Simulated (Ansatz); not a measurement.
L1₂ (Cu3Au-type) Al₃Sc was calculated with revPBE (PAW; Ansatz, an electronic-structure program).

Numerical settings: plane-wave cutoff 520 eV, 14×14×14 k mesh, Fermi–Dirac smearing 0.05 eV, scalar-relativistic PAW data made under PBE.

Cell (relaxed at this level):

```yaml
crystal:
  lattice:
    - [4.13023, 0.00000, 0.00000]
    - [0.00000, 4.13023, 0.00000]
    - [0.00000, 0.00000, 4.13023]
  atoms:
    - { symbol: Sc, position: [0.00000, 0.00000, 0.00000] }
    - { symbol: Al, position: [0.00000, 0.50000, 0.50000] }
    - { symbol: Al, position: [0.50000, 0.00000, 0.50000] }
    - { symbol: Al, position: [0.50000, 0.50000, 0.00000] }
```

Predict the bulk modulus B0 and pressure derivative B′ of the bulk modulus.


- bulk modulus B0 = 83.4 GPa
- pressure derivative B′ of the bulk modulus = 4.2

The run finds no gap.

Measured, for comparison: bulk modulus 91.5 ± 1 GPa (298 K, not corrected to a static lattice, polycrystal; as tabulated in A Combined Experimental and First-Principles Based Assessment of …). Computed (rounded) less measured: bulk modulus -9 %.

It cost about 120 core-seconds (a rough figure) of CPU time.
